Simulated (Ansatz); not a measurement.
We consider ZnSnN₂ (model structure, started from the alpha NaFeO2 type, R-3m, No. 166, 4 atoms in the cell), described by PBEsol in Ansatz (PAW).

Settings: plane-wave cutoff 520 eV, 12×12×12 k mesh, Fermi–Dirac smearing 0.01 eV, scalar-relativistic PAW data made under PBE.

Cell (relaxed at this level):

```
SnZnN2
1.0
    1.58213     0.91345     5.13553
   -1.58213     0.91345     5.13553
    0.00000    -1.82689     5.13553
Sn Zn N
1 1 2
Direct
  0.00000   0.00000   0.00000
  0.50000   0.50000   0.50000
  0.25274   0.25274   0.25274
  0.74726   0.74726   0.74726
```

Task: Estimate the band gap, smallest direct gap on the k points sampled and Γ–Γ gap that the calculation returns.

Result: 
- band gap = 0.68 eV
- smallest direct gap on the k points sampled = 0.74 eV
- Γ–Γ gap = 0.91 eV

Note: the relaxation could raise the start's symmetry but not lower it, so the cell can be a saddle point.

Spin–orbit coupling is not included.

Computed values are for the static lattice.

A model structure was made by putting elements into a prototype or built by hand; it is no filed structure, need not be a known phase, and can be a saddle point held by its symmetry.

Ansatz is a first-principles code.
